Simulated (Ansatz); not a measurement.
Functionals compared on a constructed model of the (0001) surface of hcp Ti, a pseudomorphic layer of V in the host's stacking (bottom of the slab: a bare face, its two planes held), in Ansatz (plane waves, PAW). The structure was relaxed with PBE; the other rows are single points on it. Cutoff 420 eV.

Model: 7-atom slab, 14.4 Å thick at the start, 15x15x1 mesh, Fermi-Dirac 0.1 eV, dipole correction, 2 atoms held, the rest relaxed; symmetry of the start imposed; spin-polarised, ending with about 2.6 μB a cell; orders that need a larger cell were not tried, no spin-orbit, no U. It is one candidate, not shown to be the stable structure of the face. These notes are the PBE run's.

| functional | work function of the top face (eV) | magnetic moment of the cell (μB) | rough cost of the single point |
|---|---|---|---|
| PBE | 3.83 | 2.61 | – |
| RPBE | ? | 2.97 | roughly 11 core-minutes |

Task: Some entries are withheld; supply them.

Result: 
- RPBE, work function of the top face (eV): 3.61

Ansatz is a quantum-chemistry and plane-wave program.
